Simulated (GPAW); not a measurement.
GPAW run on Ni3Hg (Pm-3m, 4 atoms in the cell): self-consistent single point.

Method of the run: LDA (Perdew-Wang 92), GPAW PAW datasets LDA (gpaw-data 1.0.1) (plane waves; GPAW).

```
CELL_PARAMETERS angstrom
      3.74491     0.00000     0.00000
      0.00000     3.74491     0.00000
      0.00000     0.00000     3.74491
ATOMIC_POSITIONS crystal
  Ni 0.00000 0.50000 0.50000
  Ni 0.50000 0.00000 0.50000
  Ni 0.50000 0.50000 0.00000
  Hg 0.00000 0.00000 0.00000
```
Moments meant for the start (each program seeds them in its own way; μB, in the order of the atoms Ni Ni Ni Hg): 2.0 2.0 2.0 0.0.

Reference input (self-consistent single point, DFT PBEsol, plane waves, GPAW PAW datasets PBEsol (made by gpaw-setup)): spinpol = true; mode = pw; ecut = 850 eV; xc = PBEsol; kpts = 9 9 9; mesh shift (steps) = 0 0 0; occupations.name = fermi-dirac; occupations.width = 0.1 eV; nbands = -8; convergence.density = 1e-05 e/electron; convergence.energy = 1e-05 eV/electron; symmetry.symmorphic = false. This run's input differs from it in these lines:

```diff
@@ -18,3 +18,3 @@
             mode={'name': 'pw', 'ecut': 850},
-            xc='PBEsol',
+            xc='LDA',
             kpts=(9, 9, 9),
```

Its files differ too (potentials: GPAW PAW datasets LDA (gpaw-data 1.0.1)).

The program printed (abridged):

```
     iter     time        total  log10-change:  magmom
                         energy   eigst   dens
iter:   1 --:--:--   -27.834391                   +6.0033
iter:   2 --:--:--   -27.647309   -0.39  -1.63    +2.8972
iter:   3 --:--:--   -26.704965   -0.74  -1.72    +1.0287
iter:   4 --:--:--   -26.519475   -2.14  -1.75    +1.2732
iter:   5 --:--:--   -26.536029   -1.59  -1.79    +1.3515
   [... 4 lines left out ...]
iter:  10 --:--:--   -26.245351   -3.68  -2.52    +0.9144
iter:  11 --:--:--   -26.245570   -4.87  -3.63    +0.8883
iter:  12 --:--:--   -26.244653   -5.42  -3.75    +0.8297
   [... lines left out ...]
   [... 3 lines left out ...]
iter:  22 --:--:--   -26.244063c  -6.74  -3.86    +0.7889
iter:  23 --:--:--   -26.243997c  -6.62  -3.92    +0.7851
iter:  24 --:--:--   -26.243840c  -5.40  -3.95    +0.7695
iter:  25 --:--:--   -26.243541c  -6.43  -4.24    +0.7494
iter:  26 --:--:--   -26.243505c  -7.57c -4.36    +0.7470
iter:  27 --:--:--   -26.243448c  -7.29  -4.37    +0.7431
iter:  28 --:--:--   -26.243362c  -7.04  -4.48    +0.7412
iter:  29 --:--:--   -26.243329c  -8.33c -4.82    +0.7390
iter:  30 --:--:--   -26.243327c  -6.92  -4.86    +0.7379
iter:  31 --:--:--   -26.243396c  -7.85c -5.03c   +0.7426
Converged after 31 iterations.

Dipole moment: (-0.000000, 0.000000, -0.000000) |e|*Ang

Total magnetic moment: (0.000000, 0.000000, 0.742566)
Local magnetic moments:
   0 Ni ( 0.000000,  0.000000,  0.260009)
   1 Ni ( 0.000000,  0.000000,  0.260009)
   2 Ni ( 0.000000,  0.000000,  0.260009)
   3 Hg ( 0.000000,  0.000000, -0.003326)

Energy contributions relative to reference atoms: (reference = -656766.748689)

Kinetic:        +31.471794
Potential:      -19.975502
External:        +0.000000
XC:             -35.674122
Entropy (-ST):   -0.186156
Local:           -1.972488
SIC:             +0.000000
--------------------------
Free energy:    -26.336473
Extrapolated:   -26.243396

Spin contamination: 0.041444 electrons
Showing only first 2 kpts
                      Up                     Down
   [... lines left out ...]
Fermi level: 8.25709
No gap
   [... lines left out ...]
Energy (eV): -26.243396

Forces in eV/Ang:
  0 Ni    0.00000    0.00000    0.00000
  1 Ni    0.00000    0.00000    0.00000
  2 Ni    0.00000    0.00000    0.00000
  3 Hg   -0.00000   -0.00000    0.00000

Stress tensor:
     0.074967     0.000000     0.000000
     0.000000     0.074967     0.000000
     0.000000     0.000000     0.074967
Stress (GPa, Voigt): [12.011 12.011 12.011  0.     0.     0.   ]
```

The run converged in 31 iterations. GPAW prints stress with tension positive. Against the reference run the pressure goes from -5.72 to -12.01 GPa and the size of the net moment goes from 0.25 to 0.19 μB/atom.

The starting cell comes from a database of computed structures (which also holds hypothetical and non-ambient phases and stackings), without a prior relaxation at this level. The moments shrank to a small part of their start, a low-spin state that need not be the lowest. With a pressure of about -12 GPa the cell is away from its equilibrium volume at this level.

Cost on one core of a shared machine: roughly 3 min.
